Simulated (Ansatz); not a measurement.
Start from LiBr in the rock salt structure (space group Fm-3m, No. 225).

```
CELL_PARAMETERS angstrom
      0.00000     2.70567     2.70567
      2.70567     0.00000     2.70567
      2.70567     2.70567     0.00000
ATOMIC_POSITIONS crystal
  Br 0.00000 0.00000 0.00000
  Li 0.50000 0.50000 0.50000
```

Cartesian axes are those of the cell as printed.

Method: PBEsol in Ansatz (plane waves to 420 eV, PAW, scalar-relativistic without spin-orbit coupling).

Free-standing slabs (2 atom(s) a layer) normal to the z axis with 15 Å of vacuum; in-plane cell held at bulk.

One change was made to it. Results:

```csv
quantity,base,after
band gap,4.98 eV,4.59 eV
gap character,–,"indirect, X → Γ"
smallest direct gap,4.99 eV,4.98 eV
```

Question: What was done to the base?
A. 7 layers
B. 6 layers
C. 1 layer
D. 3 layers
E. 5 layers

Answer: C, 1 layer. For comparison, the band gap in the other runs: 7 layers gives 4.92 eV; 3 layers gives 4.90 eV; 6 layers gives 4.92 eV; 5 layers gives 4.92 eV.

Gaps are read on the SCF mesh and a high-symmetry path. Whether these cells are dynamically stable was not tested. k-point labels follow each cell's own Brillouin zone.

Ansatz is a quantum-chemistry and plane-wave program.
